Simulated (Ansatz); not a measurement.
The starting structures come from a database of crystals and need not be the phases stable at ambient conditions.

The decay constant κ of evanescent states in the gap governs leakage through a thin film.

Given:

```
BiVZn2O6
1.0
    7.03208     0.00000     0.00000
   -0.00966     8.29996     0.00000
   -1.10169    -3.27827     4.65453
V Zn Bi O
2 4 2 12
Direct
  0.61430   0.19600   0.96970
  0.38570   0.80400   0.03030
  0.09190   0.09070   0.81710
  0.90810   0.90930   0.18290
  0.82670   0.38810   0.66950
  0.17330   0.61190   0.33050
  0.71530   0.70230   0.48450
  0.28470   0.29770   0.51550
  0.12030   0.34030   0.20570
  0.87970   0.65970   0.79430
  0.77850   0.01450   0.87680
  0.22150   0.98550   0.12320
  0.00660   0.19110   0.55020
  0.99340   0.80890   0.44980
  0.61720   0.90620   0.24370
  0.38280   0.09380   0.75630
  0.60280   0.31680   0.32850
  0.39720   0.68320   0.67150
  0.30940   0.61830   0.06340
  0.69060   0.38170   0.93660
```

Space group of this cell: P-1. The cell is taken as given; by r2SCAN its mean pressure is -7.4 GPa.

Transport runs along the normal of the first two printed cell vectors.

No gap correction and no spin-orbit coupling; mid-gap values are interpolated between computed energies.

**Question.** Give the band gap and the smallest decay constant κ at mid-gap that r2SCAN (Ansatz, a program for electronic structure) yields.

**Answer.** Gap 2.81 eV on a 6×6×8 mesh; κ = 0.430 1/Å, at (0.000, 0.500) of the in-plane reciprocal vectors. At the zone centre, at the nearest computed energy, the slowest state has κ = 0.49 1/Å.
